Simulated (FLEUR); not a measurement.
A self-consistent single point of CsLiBr₂ (P4/nmm, 8 atoms in the cell) with FLEUR.

Method of the run: FLEUR with LDA (Perdew-Zunger), all-electron FLAPW (FLEUR), scalar-relativistic valence.

The change in words: lattice scaled by 0.98. Reference geometry:
```xyz
8
Lattice="5.1812 0.0000 0.0000 0.0000 5.1812 0.0000 0.0000 0.0000 9.9301" Properties=species:S:1:pos:R:3 pbc="T T T"
Cs     0.0000     2.5906     2.9793
Cs     2.5906     0.0000     6.9507
Li     2.5906     0.0000     0.8190
Li     0.0000     2.5906     9.1110
Br     0.0000     2.5906     6.6126
Br     2.5906     0.0000     3.3174
Br     0.0000     0.0000     0.0000
Br     2.5906     2.5906     0.0000
```

Reference input (self-consistent single point, DFT, LDA (Perdew-Zunger), all-electron FLAPW (FLEUR), scalar-relativistic valence): Kmax = 3.8 1/bohr; GmaxXC = 15.2 1/bohr; xcFunctional = pz; jspins = 1; l_soc = F; mode = hist; fermiSmearingEnergy = 0.0001 Htr; mesh (inpgen div1-3) = 3 3 2; inpgen gamma flag = true; Gmax = 15.2 1/bohr; numbands = 0; maxIterBroyd = 40. This run's input differs from it in these lines:

```diff
@@ -3,5 +3,5 @@
 &input film=f /
-9.7911245860 0.0000000000 0.0000000000
-0.0000000000 9.7911245860 0.0000000000
-0.0000000000 0.0000000000 18.7650938011
+9.5953017163 0.0000000000 0.0000000000
+0.0000000000 9.5953017163 0.0000000000
+0.0000000000 0.0000000000 18.3897923030
 1.0
@@ -50,5 +50,5 @@
          <bravaisMatrix>
-            <row-1>    9.7911245860000005     0.0000000000000000     0.0000000000000000</row-1>
-            <row-2>    0.0000000000000000     9.7911245860000005     0.0000000000000000</row-2>
-            <row-3>    0.0000000000000000     0.0000000000000000    18.7650938011000008</row-3>
+            <row-1>    9.5953017162999998     0.0000000000000000     0.0000000000000000</row-1>
+            <row-2>    0.0000000000000000     9.5953017162999998     0.0000000000000000</row-2>
+            <row-3>    0.0000000000000000     0.0000000000000000    18.3897923030000001</row-3>
          </bravaisMatrix>
```

Output, abridged:

```
 Iteration:     1   Distance:       3.16338961 me/bohr^3
 Iteration:     2   Distance:       2.87968591 me/bohr^3
 Iteration:     3   Distance:       1.44973254 me/bohr^3
 Iteration:     4   Distance:       0.70689316 me/bohr^3
 Iteration:     5   Distance:       0.49555937 me/bohr^3
   [... 8 lines left out ...]
 Iteration:    14   Distance:       0.00006776 me/bohr^3
 Iteration:    15   Distance:       0.00001550 me/bohr^3
 Iteration:    16   Distance:       0.00001293 me/bohr^3
 Iteration:    17   Distance:       0.00000348 me/bohr^3
 Reset of history
 Run finished successfully
 Stop message:
   Structural relaxation: new displacements generated

[file out, last iteration]
             iter=     18
[...]
          total density-effective poten   -4.2872142087E+04
          total charge density-energy d   -7.3271165773E+02
 Updated energy parameters for spin:           1
[...]
 fermi energy and band-weighting factors:

[...]
FERMIE:
          first approx. to ef    (T=0)  :   0.065398 htr   (energy of the highest occ. eigenvalue)
          number of occ. states  (T=0)  :        144
          first approx. to seigv (T=0)  :  -7.373514 htr
          sum of weights of occ. states :  24.000000
          sum of semicore charge        :   0.000000 e
FERHIS:  Fermi-Energy by histogram:
          bandgap                     :   0.156609 htr
   [... lines left out ...]
          charge neutrality (T=0)     :   0.000000    (zero if the highest occ. eigenvalue is "entirely" occupied)
 Direct bandgap for spin            1 :   0.16460575359903473       Htr
 ---->    free energy=                    -25997.1843436541 htr
   [... lines left out ...]
 TOTAL FORCE FOR ATOM TYPE=  2  X=  2.399   Y= -2.399   Z=  1.517
                       FX_TOT= 0.000000 FY_TOT= 0.000000 FZ_TOT=-0.000552
 TOTAL FORCE FOR ATOM TYPE=  3  X= -2.399   Y=  2.399   Z= -6.144
                       FX_TOT= 0.000000 FY_TOT= 0.000000 FZ_TOT=-0.000934
 TOTAL FORCE FOR ATOM TYPE=  4  X= -2.399   Y= -2.399   Z=  0.000
                       FX_TOT= 0.000000 FY_TOT= 0.000000 FZ_TOT= 0.000000
```

The run converged in 17 iterations. FLEUR gives forces in its relaxation mode, with a further iteration, so its stop message speaks of a relaxation. Against the reference run the free energy falls by 16.3 meV/atom, the largest force goes from 0.056 to 0.048 eV/Å and the gap on the mesh goes from 4.117 to 4.262 eV.

The starting cell comes from a database of computed structures (which also holds hypothetical and non-ambient phases and stackings), without a prior relaxation at this level. For this run, on top of that: lattice scaled by 0.98. Values depend on the basis (sphere radii, cutoffs, local orbitals), which need not be converged.

Cost on one core of a shared machine: roughly 2 min.
